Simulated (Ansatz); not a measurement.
Abridged Ansatz (an electronic-structure program) output:

```
Relaxation: its limit of steps is 50 (relax.max_steps)
Pseudopotential: Mg, paw, valence charge 10
Pseudopotential: Sn, paw, valence charge 14
Crystal: 3 atoms, lattice volume = 67.519 Å³
Basis set: ecut = 420 eV, 1363 PW (Γ), exchange–correlation on 64×64×64 points (8 copies of the dense FFT grid, shifted against one another)
Bands: 21, of which v1, the nominal top of the filled ones, is band 17 counted from 1 (16 counted from 0)
Symmetry: 48 space group operations
k-points: 120 of 3375
Functional: x = slater, c = lda
SCF iter   1: F=—  HF=-9683.373295 eV  |F-HF|=—  |Δ(HF+E_count)|=         —  Δρ=7.90e-3  dr2=2.17e-2  ethr=1.77e-3  ⟨swp⟩=6.0  Hψ=12342  notcnv=0
SCF iter   2: F=—  HF=-9683.363217 eV  |F-HF|=—  |Δ(HF+E_count)|=   1.01e-2  Δρ=4.01e-3  dr2=7.92e-3  ethr=6.38e-5  ⟨swp⟩=2.4  Hψ=5591  notcnv=0
SCF 1 converged in 10 iterations: F = -9683.361278 eV  dr2 = 7.29e-12
relax step   1: F+E_penalty+E_count = -9683.36127802 eV  Δ(F+E_penalty+E_count) = +0.000e0 eV  max|allowed force component| = 3.701e-17 eV/Å  Δτ_max = 0.0000 Å  (10 SCF iters, accepted)
SCF converged after 10 iterations
Free energy (F): -9683.361278 eV
Internal energy: -9683.352850 eV  (E = F + TS)
E sigma→0 (E₀):  -9683.357064 eV
Entropy (-TS):   -0.008428 eV (-2.809 meV/atom)
Fermi energy:    8.195030 eV
--- Forces (eV/Å), atoms counted from 1 ---
  atom   1  Mg     0.00000000    -0.00000000     0.00000000
  atom   2  Mg     0.00000000     0.00000000    -0.00000000
  atom   3  Sn    -0.00000000    -0.00000000    -0.00000000
--- Stress (GPa, compression-positive) ---
        5.169426       0.000000       0.000000
       -0.000000       5.169426      -0.000000
       -0.000000       0.000000       5.169426
  P = ⅓ Tr σ = 5.1694 GPa (51.694 kbar)
--- Relaxed structure (1 steps of the walk, 1 accepted, 0 SCFs on fresh bases) ---
  atoms:
    - { symbol: Mg, position: [0.25, 0.25, 0.25] }
    - { symbol: Mg, position: [0.75, 0.75, 0.75] }
    - { symbol: Sn, position: [0.0, 0.0, 0.0] }
```

Q: What was computed, and what are the main results?

A: Mg2Sn, 3 atoms in the cell, with LDA in Ansatz (plane waves to 420 eV, PAW, without spin-orbit coupling). The last SCF converged to F = -9683.361278 eV, or -3227.7871 eV per atom, at a pressure of 5.17 GPa. The total energy compares only with runs of the same code, potentials and settings.

The cells carry an imposed strain or load. Stability against distortions was not tested. The cell was made from Mg2Sn (space group Fm-3m, No. 225) by this change: isotropic strain −3.00 %.

Keys are those of Ansatz 0.2.
